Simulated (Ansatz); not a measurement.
End structure of a constructed model of the (0001) surface of hcp Co, ferromagnetic, a layer of Fe in place of the third plane (bottom of the slab: a bare face, its two planes held):

```xyz
6
Lattice="2.4929 0.0000 0.0000 -1.2465 2.1589 0.0000 0.0000 0.0000 26.5000" Properties=species:S:1:pos:R:3 pbc="T T T"
Co     1.2465     0.7196     8.1732
Co     0.0000     1.4393    10.1895
Co     1.2465     0.7196    12.2145
Fe     0.0000     1.4393    14.3120
Co     1.2465     0.7196    16.4342
Co     0.0000     1.4393    18.3889
```

Model: 6-atom slab, 10.2 Å thick at the start with caps and adatoms (thin: gaps and levels are the slab's own), 17x17x1 mesh, Fermi-Dirac 0.1 eV, dipole correction, 2 atoms held, the rest relaxed; start symmetry kept, larger cells not searched; spin-polarised, ending with about 10.8 μB a cell; orders that need a larger cell were not tried, no spin-orbit, no U. In PBE it is, or lies within 0.01 eV a 1x1 cell of, the lowest of the 2 structures of its composition computed so far; subsurface sites and larger cells were not tried.

Question: What is the computed work function of the top face (PBE run with Ansatz, a program for electronic structure)?

Answer: 4.96 eV
